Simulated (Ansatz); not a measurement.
# Migration barriers: interstitial O in rock-salt TiN, neutral cell

Defect migration in rock-salt TiN: interstitial O, neutral cell. The numbers are results of PBE, PAW (plane waves to 420 eV; Ansatz, a program for electronic structure), not measurements.

Settings: 64 host sites, the relaxed PBE lattice, a 2×2×2 k-point mesh shifted by half a step, smearing 0.10 eV, spin-restricted, no image-charge correction. Energies are static. Sites that were not tried may lie lower.

Barriers: single points on a 4×4×4 k-point mesh shifted by half a step at the bands' geometries (they differ from the bands' own by up to 0.37 eV, and are uncertain by about as much).

```json
[
 {"Route": "several atoms move together, O the farthest", "Start site over the lowest site run (eV)": "0.00", "Hop (Å)": "2.11", "Forward barrier (eV)": "1.81", "Backward barrier (eV)": "1.81", "Neighbours at the start": "4 N at 2.16; 4 Ti at 1.91 Å", "Neighbours at the saddle": "N at 1.93, N at 2.21; 2 Ti at 1.83, Ti at 1.99 Å", "Saddle order": "not checked, on a symmetry element", "Forward, on the band's own sampling (eV)": "1.44"}
]
```

Paths come from climbing-image nudged elastic band runs.  A band can be held on a symmetry element, so unchecked saddle points there may be too high.

The whole set of runs took very roughly 5 core-hours.
